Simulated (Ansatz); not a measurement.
WP (model structure, started from the NbAs type, I4₁md, No. 109, 4 atoms in the cell), treated with r²SCAN in Ansatz (plane waves, PAW).

Numerical settings: plane-wave cutoff 560 eV, 24×24×24 k mesh, Fermi–Dirac smearing 0.05 eV, no spin polarisation, scalar-relativistic PAW data made under PBE.

Cell (relaxed at this level):

```xyz
4
Lattice="-1.6100 1.6100 5.5856 1.6100 -1.6100 5.5856 1.6100 1.6100 -5.5856" Properties=species:S:1:pos:R:3 pbc="T T T"
W      0.0000     0.0000     5.5761
W      1.6100     0.0000     2.7833
P      0.0000     0.0000    10.2423
P      0.0000     1.6100     1.8639
```

Predict the bulk modulus.


- bulk modulus: 254 GPa

Note: the run has no spin polarisation, so it can have missed a magnetic state; the bulk modulus is −V dP/dV from two relaxed cells at ±2 % in volume; the relaxation could raise the start's symmetry but not lower it, so the cell can be a saddle point.

Spin–orbit coupling is not included; it can open a gap where bands touch, and shift volumes and moduli.

Computed values are for the static lattice.

A model structure was made by putting elements into a prototype or built by hand; it is no filed structure, need not be a known phase, and can be a saddle point held by its symmetry.

Ansatz is an electronic-structure program.
